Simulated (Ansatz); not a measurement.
Band structure of LaBi₃ (Pm-3m, 4 atoms in the cell).

```
CELL_PARAMETERS angstrom
      4.98620     0.00000     0.00000
      0.00000     4.98620     0.00000
      0.00000     0.00000     4.98620
ATOMIC_POSITIONS crystal
  La 0.00000 0.00000 0.00000
  Bi 0.50000 0.00000 0.50000
  Bi 0.00000 0.50000 0.50000
  Bi 0.50000 0.50000 0.00000
```

Method: LDA (PW92), PAW files made with PBE (plane waves; Ansatz, a program for electronic structure).

Settings: basis.ecutwfc = 420 eV; kpoints.mp_grid.grid = 5 5 5; hamiltonian.xc = lda; hamiltonian.pseudopotentials = {kind: paw} (an earlier, softer set of the program's PAW files); scf.occupations.method = fermi_dirac; scf.occupations.width = 0.05 eV; kpoints.band_path.npoints = 8.

The starting cell comes from a database of computed structures (which also holds hypothetical and non-ambient phases and stackings), without a prior relaxation at this level. Its lattice was rescaled by a random factor within 2.5 % of one. Spin-orbit coupling is off.

Levels in eV from the Fermi level, bands 25 to 32:
| point | 25 | 26 | 27 | 28 | 29 | 30 | 31 | 32 |
|---|---|---|---|---|---|---|---|---|
| Γ | -3.45 | -0.18 | -0.18 | -0.18 | 0.83 | 0.83 | 1.30 | 1.30 |
| X | -2.41 | -1.90 | -1.11 | -1.11 | -0.62 | 1.36 | 1.36 | 1.42 |
| M | -2.18 | -2.18 | -1.11 | -1.00 | -1.00 | 1.30 | 1.48 | 1.48 |
| R | -3.55 | -3.55 | 1.27 | 1.27 | 1.27 | 1.52 | 1.52 | 1.52 |

Bands cross the Fermi level along this path, so the cell is metallic at this level.

Keys are those of Ansatz 0.2.
